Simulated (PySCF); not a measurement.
PySCF 2.14.0, HF/def2-svpd, df: Hf(O)(F)(NH2) ([NH2][Hf](=[O])[F]), 6 atoms. The geometry is a generated start, not checked to be a minimum at this level.

```yaml
task: energy
method: hf
basis: def2-svpd
two_electron_scheme: density fitting
mol.max_memory: 3000 MB
mf.max_cycle: 100
mf.conv_tol: 1e-09 (default)
effective_core_potentials: those of the basis set, past Kr
basis_functions: 117
```

```xyz
6

Hf    -0.5299     0.3140    -0.6206
O     -1.8314    -0.8452    -0.8508
F     -0.7344     1.8893    -1.6060
N      0.7627    -0.2823     0.7811
H      1.6665     0.1047     1.0484
H      0.6665    -1.1805     1.2479
```

Charge 0 and multiplicity 1 are set for this test and not shown to be the ground state.

With the defaults (mf.diis = true, mf.DIIS = CDIIS, mf.diis_space = 8, newton = off, mf.level_shift = 0, mf.init_guess = minao, mf.damp = 0, mf.diis_start_cycle = 1) it converges in 15 Fock builds. One run each on 2 threads, 1 BLAS thread, with these changes:
- mf.diis_space = 20
- mf.damp = 0.7, mf.diis_start_cycle = 8
- mf.diis = false
- mf.diis = false, mf.damp = 0.7, mf.diis_start_cycle = 999
- mf.damp = 0.3, mf.diis_start_cycle = 4
- newton = Hessian by the SCF's own integrals
- mf.level_shift = 1 Hartree
- mf.init_guess = atom
- mf.DIIS = EDIIS

Q: Which of these changes keep the SCF from converging, or lead it to another solution?

A: No convergence: mf.diis = false (the run ends without SCF convergence in 100 cycles). The rest reach the solution of the defaults.

```
setting                                                    Fock builds             end
---------------------------------------------------------  -----------  --------------
mf.init_guess = atom                                                14   same solution
the defaults                                                        15   same solution
mf.diis_space = 20                                                  15   same solution
mf.damp = 0.3, mf.diis_start_cycle = 4                              15   same solution
mf.damp = 0.7, mf.diis_start_cycle = 8                              19   same solution
mf.level_shift = 1 Hartree                                          31   same solution
newton = Hessian by the SCF's own integrals                         40   same solution
mf.diis = false, mf.damp = 0.7, mf.diis_start_cycle = 999           57   same solution
mf.DIIS = EDIIS                                                     65   same solution
mf.diis = false                                                    101  no convergence
```

Under newton the count holds the products with the orbital Hessian.
